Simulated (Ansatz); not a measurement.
Abridged Ansatz (a first-principles code) output:

```
Relaxation: its limit of steps is 50 (relax.max_steps)
Pseudopotential: Sn, paw, valence charge 14
Crystal: 2 atoms, lattice volume = 66.833 Å³
Basis set: ecut = 420 eV, 1299 PW (Γ), exchange–correlation on 64×64×64 points (8 copies of the dense FFT grid, shifted against one another)
Bands: 18, of which v1, the nominal top of the filled ones, is band 14 counted from 1 (13 counted from 0)
Symmetry: 16 space group operations
k-points: 349 of 4096
Functional: x = slater, c = lda
SCF iter   1: F=—  HF=-11759.033405 eV  |F-HF|=—  |Δ(HF+E_count)|=         —  Δρ=6.24e-3  dr2=1.12e-2  ethr=1.77e-3  ⟨swp⟩=5.8  Hψ=33477  notcnv=0
SCF iter   2: F=—  HF=-11759.029521 eV  |F-HF|=—  |Δ(HF+E_count)|=   3.88e-3  Δρ=2.82e-3  dr2=2.23e-3  ethr=3.99e-5  ⟨swp⟩=2.8  Hψ=14002  notcnv=0
SCF 1 converged in 6 iterations: F = -11759.029138 eV  dr2 = 8.64e-8
relax step   1: F+E_penalty+E_count = -11759.02913789 eV  Δ(F+E_penalty+E_count) = +0.000e0 eV  max|allowed force component| = 0.000e0 eV/Å  Δτ_max = 0.0000 Å  P = +0.691 GPa  Ω = 66.833 Å³  fix = [a, b, gamma]  reactions: a +0.858, b +0.858 GPa  (6 SCF iters, dr2 threshold 1.00e-7 eV, accepted)
[... steps on the carried basis left out ...]
relax step   3: F+E_penalty+E_count = -11759.02946385 eV  Δ(F+E_penalty+E_count) = -2.745e-5 eV  max|allowed force component| = 1.388e-17 eV/Å  Δτ_max = 0.0000 Å  P = +0.448 GPa  Ω = 67.174 Å³  energy of the carried Pulay correction = -5.390e-5 eV  fix = [a, b, gamma]  reactions: a +0.673, b +0.673 GPa  (4 SCF iters, dr2 threshold 1.37e-8 eV, accepted)
Crystal: 2 atoms, lattice volume = 67.174 Å³
SCF iter   1: F=—  HF=-11759.029521 eV  |F-HF|=—  |Δ(HF+E_count)|=         —  Δρ=5.84e-6  dr2=1.42e-8  ethr=1.60e-7  ⟨swp⟩=3.0  Hψ=48847  notcnv=0
SCF iter   2: F=—  HF=-11759.029521 eV  |F-HF|=—  |Δ(HF+E_count)|=   3.06e-8  Δρ=3.47e-6  dr2=7.84e-9  ethr=5.07e-11  ⟨swp⟩=3.2  Hψ=12892  notcnv=0
SCF 4 converged in 6 iterations: F = -11759.029521 eV  dr2 = 4.79e-14
SCF converged after 6 iterations
Free energy (F): -11759.029521 eV
Internal energy: -11759.024872 eV  (E = F + TS)
E sigma→0 (E₀):  -11759.027196 eV
Entropy (-TS):   -0.004648 eV (-2.324 meV/atom)
Fermi energy:    7.754331 eV
--- Forces (eV/Å), atoms counted from 1 ---
  atom   1  Sn    -0.00000000     0.00000000     0.00000000
  atom   2  Sn     0.00000000     0.00000000    -0.00000000
--- Stress (GPa, compression-positive) ---
        0.672342       0.000000       0.000000
        0.000000       0.672342       0.000000
        0.000000       0.000000      -0.000140
  P = ⅓ Tr σ = 0.4482 GPa (4.482 kbar)
--- Relaxed structure (3 steps of the walk, 3 accepted, 1 SCFs on fresh bases) ---
  cell:  # Å, volume = 67.1739 Å³
    - [4.5323666662, 0.0, 0.0]
    - [0.0, 4.5323666662, 0.0]
    - [2.2661833331, -2.2661833331, 3.2700228879816895]
  atoms:
    - { symbol: Sn, position: [0.0, 0.0, 0.0] }
    - { symbol: Sn, position: [0.75, 0.75, 0.5000000000000001] }
```

Question: What was computed, and what are the main results?

Answer: Sn, 2 atoms in the cell, with LDA (Ansatz, PAW, no spin-orbit coupling). The last SCF converged to F = -11759.029521 eV, or -5879.5148 eV per atom, at a pressure of 0.45 GPa. The total energy compares only with runs of the same code, potentials and settings.

The cells carry an imposed strain or load. Whether these cells are dynamically stable was not tested. The cell was made from Sn in the diamond structure (space group Fd-3m, No. 227) by this change: biaxial strain −1.00 %, plane normal [001], relaxed out of plane.

Keys are those of Ansatz 0.2.
